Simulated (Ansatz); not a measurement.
HgTe: H interstitial (started 2.82 Å from the nearest host atom), symmetric start

Consider an 8-atom supercell of HgTe in the zinc blende structure (space group F-43m, No. 216; a = 6.510 Å) at its relaxed geometry.

Perturbation: a neutral H interstitial (started 2.82 Å from the nearest host atom), symmetric start, atoms relaxed at fixed cell.

Method: PBEsol (Ansatz, a program for electronic structure), no spin-orbit coupling, earlier PAW set. Settings: 4×4×4 k-points, 0.05 eV Fermi–Dirac smearing.

* **Pressure**: 0.0 GPa (base 0.0 GPa)

Final structure:

```
Hg4Te4H
1.0
   -6.50991     0.00000     0.00000
    0.00000     0.00000     6.50991
    0.00000     6.50991     0.00000
Te Hg H
4 4 1
Direct
  0.24457   0.75543   0.74457
  0.75543   0.75543   0.25543
  0.75543   0.24457   0.74457
  0.24457   0.24457   0.25543
  0.00000   0.00000   0.00000
  0.50000   0.00000   0.50000
  0.50000   0.50000   0.00000
  0.00000   0.50000   0.50000
  0.00000   0.00000   0.50000
```

Cost of the whole job for the changed cell (relaxation, final SCF and bands): very roughly 120 core-seconds.

The cell is small, so the values are those of an ordered compound at a high defect concentration; dilute-limit values will differ. A case with no gap was solved on a k-mesh chosen for an insulator, which is coarse for it. The defect started on the symmetric site and kept its symmetry, so it may sit on a saddle. The final runs are not spin-polarised. The defect cell is not spin-polarised.
